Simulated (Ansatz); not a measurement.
The reference is SnO in the litharge type structure (space group P4/nmm, No. 129; layered, stacked along the Cartesian z axis).

```
CELL_PARAMETERS angstrom
      3.79274     0.00000     0.00000
      0.00000     3.79274     0.00000
      0.00000     0.00000     4.76440
ATOMIC_POSITIONS crystal
  Sn 0.50000 0.00000 0.24062
  Sn 0.00000 0.50000 0.75938
  O  0.00000 0.00000 0.00000
  O  0.50000 0.50000 0.00000
```

Cartesian axes are those of the cell as printed.

Level of theory: Ansatz (a quantum-chemistry and plane-wave program) r2SCAN+rVV10, no spin-orbit coupling, earlier PAW set.

Base values:

```
Item               Result
---------------  --------
Volume per atom  17.13 Å³
```

Modification: biaxial strain −0.73 %, plane normal [001], relaxed out of plane (Cartesian); in-plane vectors clamped, the third vector and the atoms free.

### Question
Predict the new volume per atom.

### Answer
The volume per atom falls by 0.179 Å³ to 16.96 Å³.

Stability against distortions was not tested. All final runs are without spin polarisation.
